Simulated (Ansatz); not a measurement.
The starting structures come from a database of crystals and need not be the phases stable at ambient conditions.

 Where the default PAW files enter, the runs use the earlier of Ansatz's two default sets.

# Evanescent states of Li2S (Fm-3m, anti-fluorite, not sure to be the ambient phase, 3 atoms a cell, 15.2 Å³ an atom) along the normal of (111)

These are r2SCAN (plane waves, PAW; Ansatz, a quantum-chemistry and plane-wave program) values and carry that method's errors.

The gap is the functional's own. No spin-orbit coupling. Mid-gap values are interpolated on the energy grid.

Energies count from the valence-band top; κ is the least over a 12×12 mesh across the current.

```json
[
 {"E (eV)": "0.10", "κ (1/Å)": "0.087", "where": "Γ"},
 {"E (eV)": "0.28", "κ (1/Å)": "0.147", "where": "Γ"},
 {"E (eV)": "0.47", "κ (1/Å)": "0.186", "where": "Γ"},
 {"E (eV)": "0.67", "κ (1/Å)": "0.214", "where": "Γ"},
 {"E (eV)": "0.85", "κ (1/Å)": "0.237", "where": "Γ"},
 {"E (eV)": "1.04", "κ (1/Å)": "[?]", "where": "Γ"},
 {"E (eV)": "1.24", "κ (1/Å)": "[?]", "where": "Γ"},
 {"E (eV)": "1.43", "κ (1/Å)": "[?]", "where": "Γ"},
 {"E (eV)": "1.61", "κ (1/Å)": "[?]", "where": "Γ"},
 {"E (eV)": "1.80", "κ (1/Å)": "[?]", "where": "Γ"},
 {"E (eV)": "2.00", "κ (1/Å)": "[?]", "where": "Γ"},
 {"E (eV)": "2.19", "κ (1/Å)": "[?]", "where": "Γ"},
 {"E (eV)": "2.38", "κ (1/Å)": "[?]", "where": "Γ"},
 {"E (eV)": "2.56", "κ (1/Å)": "[?]", "where": "Γ"},
 {"E (eV)": "2.75", "κ (1/Å)": "[?]", "where": "off Γ"},
 {"E (eV)": "2.94", "κ (1/Å)": "0.285", "where": "off Γ"},
 {"E (eV)": "3.13", "κ (1/Å)": "0.258", "where": "off Γ"},
 {"E (eV)": "3.33", "κ (1/Å)": "0.226", "where": "off Γ"},
 {"E (eV)": "3.52", "κ (1/Å)": "0.185", "where": "off Γ"},
 {"E (eV)": "3.71", "κ (1/Å)": "0.128", "where": "off Γ"}
]
```

Q: Some entries are withheld; supply them.

A: 
- 1.04, κ (1/Å): 0.255
- 1.24, κ (1/Å): 0.270
- 1.43, κ (1/Å): 0.282
- 1.61, κ (1/Å): 0.292
- 1.80, κ (1/Å): 0.299
- 2.00, κ (1/Å): 0.305
- 2.19, κ (1/Å): 0.310
- 2.38, κ (1/Å): 0.312
- 2.56, κ (1/Å): 0.313
- 2.75, κ (1/Å): 0.308
